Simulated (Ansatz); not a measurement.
The starting structures come from a database of crystals and need not be the phases stable at ambient conditions.

## Evanescent states of Ca2H6Os (Fm-3m, not sure to be the ambient phase, 9 atoms a cell, 10.5 Å³ an atom) along the normal of (001)

Method: r2SCAN (plane waves, PAW; Ansatz, a program for electronic structure).

No gap correction and no spin-orbit coupling; mid-gap values are interpolated between computed energies.

Energies count from the valence-band top; κ is the least over a 6×6 mesh across the current.

| E (eV) | κ (1/Å) | where |
|---|---|---|
| 0.07 | 0.299 | off Γ |
| 0.23 | 0.462 | Γ |
| 0.38 | 0.492 | Γ |
| 0.53 | 0.491 | Γ |
| 0.68 | 0.489 | Γ |
| 0.82 | 0.487 | Γ |
| 0.97 | 0.483 | Γ |
| 1.12 | 0.480 | Γ |
| 1.27 | 0.476 | Γ |
| 1.43 | 0.471 | Γ |
| 1.57 | 0.464 | off Γ |
| 1.73 | 0.445 | off Γ |
| 1.88 | 0.425 | off Γ |
| 2.02 | 0.403 | off Γ |
| 2.17 | 0.379 | off Γ |
| 2.33 | 0.352 | off Γ |
| 2.48 | 0.321 | off Γ |
| 2.62 | 0.278 | Γ |
| 2.77 | 0.228 | Γ |
| 2.92 | 0.165 | Γ |
| 3.08 | 0.050 | Γ |

Q: How thick must the barrier be to attenuate the transmission by 10^6 when the electrodes' Fermi level lies at 0.82 eV, and what attenuation does that film give at 0.23 eV?

A: d = 6 ln 10 / (2 × 0.487) = 14.2 Å. At 0.23 eV it gives 6 × 0.462/0.487 = 5.7 decades.
